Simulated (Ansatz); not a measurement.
Consider the following.

```
SnO
1.0
    3.83332     0.00000     0.00000
    0.00000     3.83332     0.00000
    0.00000     0.00000     4.72881
Sn O
2 2
Direct
  0.50000   0.00000   0.23946
  0.00000   0.50000   0.76054
  0.00000   0.00000   0.00000
  0.50000   0.50000   0.00000
```

No spin polarisation.

Method: r2SCAN+rVV10/PAW in Ansatz (a quantum-chemistry and plane-wave program), spin-orbit coupling left out, earlier PAW set. k-mesh 9×9×7 (Γ-centred); smearing 0.05 eV (Fermi–Dirac).

**Question.** Predict the pressure and space group.

**Answer.** The pressure (mean of the normal stresses, compression positive) is -1.3 GPa and the space group comes out as P4/nmm (No. 129).

The cells carry an imposed strain or load. Whether these cells are dynamically stable was not tested. The cell was made from SnO in the litharge type structure (space group P4/nmm, No. 129; layered, stacked along the Cartesian z axis) by this change: biaxial strain +1.07 %, plane normal [001], relaxed out of plane.
